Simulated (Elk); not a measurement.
Band structure of Al2Au (Fm-3m, 3 atoms in the cell).

```yaml
crystal:
  lattice:
    - [0.00000, 3.02966, 3.02966]
    - [3.02966, 0.00000, 3.02966]
    - [3.02966, 3.02966, 0.00000]
  atoms:
    - { symbol: Al, position: [0.25000, 0.25000, 0.25000] }
    - { symbol: Al, position: [0.75000, 0.75000, 0.75000] }
    - { symbol: Au, position: [0.00000, 0.00000, 0.00000] }
```

Method of the run: PBE, all-electron FP-LAPW, Elk's shipped species files, APW+lo basis with extra local orbitals (Elk 10.2.4).

Settings: xctype = 20; rgkmax = 8; stype = 3; swidth = 0.00367493 Ha; ngridk = 6 6 6; gmaxvr = 18 1/bohr; lmaxapw = 10; lmaxo = 8; nxlo = 2; lorbcnd = true; lradstp = 2; nrmtscf = 2; rmtscf = 0.93; lmaxi = 4.

The starting cell comes from a database of computed structures (which also holds hypothetical and non-ambient phases and stackings), without a prior relaxation at this level. Its lattice was rescaled by a random factor within 2.5 % of one. Spin-orbit coupling is off. Values depend on the basis (sphere radii, cutoffs, local orbitals), which need not be converged.

Levels in eV from the Fermi level, bands 22 to 29:
| point | 22 | 23 | 24 | 25 | 26 | 27 | 28 | 29 |
|---|---|---|---|---|---|---|---|---|
| Γ | -5.46 | 2.08 | 3.00 | 3.00 | 3.00 | 3.84 | 3.84 | 3.84 |
| X | -5.17 | -4.87 | -2.00 | -2.00 | 1.16 | 2.14 | 7.67 | 9.61 |
| W | -5.04 | -3.91 | -3.91 | -2.09 | 4.06 | 4.06 | 5.17 | 5.33 |
| K | -5.36 | -4.49 | -3.28 | -1.27 | 1.80 | 4.35 | 5.99 | 7.56 |
| L | -5.34 | -5.28 | 0.42 | 0.42 | 3.28 | 3.43 | 3.78 | 3.78 |
| U | -5.36 | -4.49 | -3.28 | -1.27 | 1.80 | 4.35 | 5.99 | 7.56 |

Bands cross the Fermi level along this path, so the cell is metallic at this level.
